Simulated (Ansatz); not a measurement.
```xyz
2
Lattice="0.0000 2.5887 2.5887 2.5887 0.0000 2.5887 2.5887 2.5887 0.0000" Properties=species:S:1:pos:R:3 pbc="T T T"
Mg     0.0000     0.0000     0.0000
S      2.5887     2.5887     2.5887
```

No spin polarisation.

Level of theory: DFT with PBE, PAW potentials and a 420 eV plane-wave cutoff in Ansatz (an electronic-structure program), no spin-orbit coupling. Γ-centred 11×11×11 mesh, Fermi–Dirac width 0.05 eV.

Problem. What is the computed hole mass (degenerate bands, along [100])?

Solution. 0.25, 0.94, 0.94 mₑ (at Γ).

Problem. Estimate the pressure.

Solution. 2.38 GPa.

Problem. What is the computed band gap?

Solution. 2.82 eV.

Problem. Predict the smallest direct gap.

Solution. 3.84 eV.

The cells carry an imposed strain or load. Effective masses come from finite differences of ±0.01 Å⁻¹. Whether these cells are dynamically stable was not tested. The cell was made from MgS in the rock salt structure (space group Fm-3m, No. 225) by this change: isotropic strain −1.00 %.
